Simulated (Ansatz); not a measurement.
Consider ZnS in the wurtzite structure (space group P6_3mc, No. 186; a = 3.845 Å, c = 6.305 Å). Axes: x lies along a and z along c of the hexagonal cell.

Method: PBE in Ansatz (plane waves to 420 eV, PAW, spin-orbit coupling left out).

Strains are applied to the cell and any free atomic positions relax.

One change was made to it. Results:

| quantity | base | after |
|---|---|---|
| valence-band top at Γ (three highest levels, from the VBM) | 0.00, 0.00, -0.07 eV | 0.00, 0.00, -0.21 eV |
| shortest interatomic distance | 235.7 pm | 237.4 pm |
| energy relative to the base (free energy F) | 0 meV/atom | +7.4 meV/atom |
| pressure (mean of the normal stresses, compression positive) | 0.0 kbar | -19.5 kbar |

Task: Which of these changes matches the shifts?
(A) uniaxial strain ε_zz = +3.00 %
(B) uniaxial strain ε_zz = +2.40 %
(C) uniaxial strain ε_zz = +0.60 %
(D) uniaxial strain ε_zz = +1.20 %

Result: A, uniaxial strain ε_zz = +3.00 %. For comparison, the valence-band top at Γ in the other runs: uniaxial strain ε_zz = +2.40 % gives 0.00, 0.00, -0.18 eV; uniaxial strain ε_zz = +1.20 % gives 0.00, 0.00, -0.13 eV; uniaxial strain ε_zz = +0.60 % gives 0.00, 0.00, -0.10 eV.

The levels and masses belong to the bands next to the band gap. Whether these cells are dynamically stable was not tested.

Ansatz is a program for electronic structure.
